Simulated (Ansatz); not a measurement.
## CeC2 (I4/mmm, No. 139; cell taken from a computed entry)

Level of theory: PBEsol (Ansatz, an electronic-structure program, plane waves, PAW).

Run with plane-wave cutoff 500 eV, 14×14×14 k mesh, Fermi–Dirac smearing 0.05 eV, no spin polarisation, scalar-relativistic PAW data made under PBE.

Cell: relaxed at this level.

| Quantity | Result |
|---|---|
| equilibrium volume per atom | 14.32 Å³/atom |
| equilibrium lattice constant a | 3.707 Å |
| c axis length | 6.253 Å |
| band gap | zero (no gap) |

Note: the relaxation could not lower the start's symmetry, so the cell can be a saddle point above a distorted one; the 4f shell is treated without U or exact exchange, so its levels and filling can be wrong.

Spin–orbit coupling is not included.

The computed numbers hold no vibrational or temperature effects.

Cost on a shared machine: very roughly 110 core-seconds.
